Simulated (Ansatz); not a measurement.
## Pressure series in Cu

Base system: Cu in the fcc (Cu type) structure (space group Fm-3m, No. 225).

```
Cu
1.0
    0.00000     1.78951     1.78951
    1.78951     0.00000     1.78951
    1.78951     1.78951     0.00000
Cu
1
Direct
  0.00000   0.00000   0.00000
```

Cell and atoms are relaxed at each pressure.

The values are results of Ansatz (an electronic-structure program), r2SCAN, PAW, cutoff 500 eV, no spin-orbit coupling, earlier PAW set, not measurements.

Two rows of this table had their results exchanged by mistake.

| pressure | volume per atom (Å³) | shortest distance (Å) | band gap |
|---|---|---|---|
| pressure −2 GPa | 11.61 | 2.541 | zero |
| pressure −1 GPa | 11.53 | 2.536 | zero |
| pressure 0.9 GPa | 10.62 | 2.467 | zero |
| pressure 2.1 GPa | 11.32 | 2.520 | zero |
| pressure 4.5 GPa | 11.17 | 2.509 | zero |
| pressure 9 GPa | 10.92 | 2.490 | zero |
| pressure 15 GPa | 11.40 | 2.526 | zero |
| pressure 22.5 GPa | 10.31 | 2.443 | zero |
| pressure 30 GPa | 10.04 | 2.422 | zero |

Q: Which two?

A: The rows for pressure 0.9 GPa and pressure 15 GPa: the volume has to fall steadily with pressure, so 11.40 Å³ belongs to pressure 0.9 GPa and 10.62 Å³ to pressure 15 GPa.

Load acts through the strain it causes; cell and atoms are relaxed under it. Whether these cells are dynamically stable was not tested. Competing high-pressure phases were not computed. The final runs are not spin-polarised.
